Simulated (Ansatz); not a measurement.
Band structure of TePb (Fm-3m, 2 atoms in the cell).

```yaml
crystal:
  lattice:
    - [0.00000, 3.29608, 3.29608]
    - [3.29608, 0.00000, 3.29608]
    - [3.29608, 3.29608, 0.00000]
  atoms:
    - { symbol: Te, position: [0.00000, 0.00000, 0.00000] }
    - { symbol: Pb, position: [0.50000, 0.50000, 0.50000] }
```

Method of the run: PBE (plane waves, PAW; Ansatz, a quantum-chemistry and plane-wave program).

Settings: kpoints.mp_grid.grid = 9 9 9; hamiltonian.xc = pbe; hamiltonian.pseudopotentials = {kind: paw} (the program's default PAW files); scf.occupations.method = fixed; kpoints.band_path.npoints = 8.

The starting cell comes from a database of computed structures (which also holds hypothetical and non-ambient phases and stackings), without a prior relaxation at this level. Its lattice was rescaled by a random factor within 2.5 % of one. Spin-orbit coupling is off.

**Question.** Predict the gap along the standard path and the places of the band edges.

**Answer.** The gap along the path is 0.85 eV, direct at L to within 0.01 eV.

Levels in eV from the top of the valence band on the path, bands 12 to 18:
```
point     12     13     14     15    16    17    18
-----  -----  -----  -----  -----  ----  ----  ----
Γ      -5.73  -1.12  -1.12  -1.12  4.01  4.01  4.01
X      -7.19  -4.04  -2.46  -2.46  3.56  5.26  5.26
W      -7.76  -3.37  -3.37  -0.26  1.74  5.19  5.19
K      -7.74  -3.68  -1.99  -1.84  3.52  3.71  5.23
L      -8.28  -0.70  -0.70   0.00  0.85  1.42  1.42
U      -7.74  -3.68  -1.99  -1.84  3.52  3.71  5.23
```

Keys are those of Ansatz 0.2.
